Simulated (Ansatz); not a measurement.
Base system: Sr in the fcc (Cu type) structure (space group Fm-3m, No. 225; a = 6.105 Å; relaxed with 0.1 eV smearing).

Method: r2SCAN (Ansatz, a first-principles code, PAW, scalar-relativistic without spin-orbit coupling), earlier PAW set.

Base values:

Pressure: 0.0 GPa

Perturbation: an isotropic linear strain of −4.65 %, atoms relaxed at fixed cell.

Q: What does the calculation give for the energy relative to the base after the change?

A: The energy increases by 45 meV/atom.

Q: Predict the new pressure.

A: The pressure goes from zero to 2.1 GPa.

Whether these cells are dynamically stable was not tested.
